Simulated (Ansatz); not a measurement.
## Pressure series in hypothetical anti-perovskite Mn3SiN

Base system: Mn₃SiN in the anti-perovskite structure (space group Pm-3m, No. 221; ferromagnetic; a hypothetical phase, not in the database extracts checked).

```
Mn3SiN
1.0
    3.71912     0.00000     0.00000
    0.00000     3.71912     0.00000
    0.00000     0.00000     3.71912
Mn Si N
3 1 1
Cartesian
  0.00000   1.85956   1.85956
  1.85956   0.00000   1.85956
  1.85956   1.85956   0.00000
  0.00000   0.00000   0.00000
  1.85956   1.85956   1.85956
```

Cell and atoms are relaxed at each pressure.

Computed with PBE/PAW in Ansatz (an electronic-structure program), no spin-orbit coupling.

Notes on the quantities. enthalpy: H = E + PV relative to the base's energy.

| change | enthalpy | volume per atom |
|---|---|---|
| base | – | 10.29 Å³ |
| pressure −2 GPa | -0.13 eV/atom | 10.37 Å³ |
| pressure −1 GPa | -0.06 eV/atom | 10.33 Å³ |
| pressure 0.3 GPa | +0.02 eV/atom | 10.28 Å³ |
| pressure 0.7 GPa | +0.04 eV/atom | 10.26 Å³ |
| pressure 1.5 GPa | +0.10 eV/atom | 10.23 Å³ |
| pressure 3 GPa | +0.19 eV/atom | 10.17 Å³ |
| pressure 5 GPa | +0.32 eV/atom | 10.10 Å³ |
| pressure 7.5 GPa | +0.47 eV/atom | 10.01 Å³ |
| pressure 10 GPa | +0.63 eV/atom | 9.92 Å³ |

Other magnetic orders, which the real material may have, were not ruled out. Load acts through the strain it causes; cell and atoms are relaxed under it. No phonon test of stability was made. No other phases were tried under pressure.
